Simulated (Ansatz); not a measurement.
Amorphous Si20Ti4O48, 72 atoms at 2.31 g/cm³, one PBE-relaxed geometry, zone centre. Methods: PBE, scalar-relativistic without spin-orbit coupling (Ansatz, an electronic-structure program); r2SCAN, scalar-relativistic without spin-orbit coupling (Ansatz); HSE06, scalar-relativistic without spin-orbit coupling (Ansatz). Plane waves to 420 eV (r2SCAN 500 eV); exact exchange is cut at the cell's faces. At PBE the levels at both edges of the gap are localised (band-tail or defect states), and the nearest spread-out levels lie 5.4 eV apart at the zone centre. All rungs ran without spin polarisation.

Preparation: random packing, a CHGNet melt and quench, and a DFT relaxation. O atoms were pushed apart under 1.9 Å during the dynamics, to hinder bonds among them. The hot cell started wider than the set density and was brought back towards it in steps. It is the lowest in DFT energy of 2 quenches. It is a model cell: composition and starting density were chosen by hand, and all elements were melted together. No dispersion term was used. Its density started from a set value of 2.47 and ended at 2.31 g/cm³. The simulated quench (nominally 470 K/ps over its main leg) is rapid and tends to freeze in more defects than a deposited or slowly cooled glass has. Values belong to this one cell and scatter from quench to quench. Volume and shape were free in the relaxation.

The relaxation ran on the zone centre alone. At PBE the gap between localised states is 3.91 eV on a 2×2×2 Γ-centred mesh, and the spacing at the zone centre alone 3.95 eV.

What zone-centre spacing does r2SCAN give, roughly?

4.35 eV (+0.40 eV against PBE).

What zone-centre spacing does HSE06 give, roughly?

5.71 eV (+1.76 eV against PBE).

The highest filled and the lowest empty state spread over these numbers of atoms (participation numbers): PBE: 6.3 and 2.3; r2SCAN: 5.5 and 1.9; HSE06: 8.3 and 2.0.
